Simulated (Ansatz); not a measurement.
# Several settings converged on Tc (P6_3/mmc, 2 atoms in the cell)

```xyz
2
Lattice="1.3632 -2.3610 0.0000 1.3632 2.3610 0.0000 0.0000 0.0000 4.3681" Properties=species:S:1:pos:R:3 pbc="T T T"
Tc     1.3632     0.7870     1.0920
Tc     1.3632    -0.7870     3.2760
```

Base method: PBEsol, default PAW files made with PBE (plane waves; Ansatz, a first-principles code).

Base settings: basis.ecutwfc = 500 eV; kpoints.mp_grid.grid = 14 14 8; hamiltonian.xc = pbesol; hamiltonian.pseudopotentials = {kind: paw} (the program's default PAW files); scf.occupations.method = gaussian; scf.occupations.width = 0.1 eV.

Core times come from one kind of shared machine, to one figure; runs under 30 s give none.

**Zone-centre phonons against the cutoff**

In this ladder: phonons.method = dfpt.

The mesh stays at the base's, so the ladder's end is converged at best in this setting alone.

Frequencies are those of the unrelaxed cell, without the LO-TO term of polar crystals.

Only quantities that move along the ladder and can be compared are tabulated.

| basis.ecutwfc | highest zone-centre frequency (cm⁻¹) | core time / last (rough) |
|---|---|---|
| 250 eV | 359.3 | – |
| 300 eV | 119.2 | – |
| 350 eV | 111.4 | 0.3 |
| 425 eV | 124.0 | 0.4 |
| 500 eV | 123.9 | 0.5 |
| 600 eV | 123.9 | 0.7 |
| 750 eV | 123.9 | 1 |

Coarsest basis.ecutwfc that holds the highest zone-centre frequency within 2 cm⁻¹ of the last step, with all finer ones: 425 eV, at about 0.4 of the last step's time; the step before is off by 12 cm⁻¹.

**The q mesh of the phonons**

In this ladder: kpoints.mp_grid.grid = 12 12 12; phonons.method = dfpt.

Only quantities that move along the ladder and can be compared are tabulated.

Thermal sums run over frequencies interpolated from this q mesh.

| phonons.qmesh | zero-point energy (meV/atom) | vibrational free energy at 300 K (meV/atom) | core time / last (rough) |
|---|---|---|---|
| 1 1 1 | 15.84 | -74.92 | 0.07 |
| 2 2 2 | 30.04 | -20.55 | 0.3 |
| 3 3 3 | 30.93 | -18.39 | 1 |

Coarsest phonons.qmesh that holds the vibrational free energy at 300 K within 2 meV/atom: not settled: the last two steps still differ by 2.2 meV/atom, over half the tolerance, so the ladder does not show it.

Coarsest phonons.qmesh that holds the zero-point energy within 1 meV/atom: not settled: the last two steps still differ by 0.89 meV/atom, over half the tolerance, so the ladder does not show it.

On the base run: the starting cell has typed, rounded lattice constants, without a prior relaxation at this level. Its lattice was rescaled by up to half a per cent. Spin polarisation is off.

Keys are those of Ansatz 0.2.
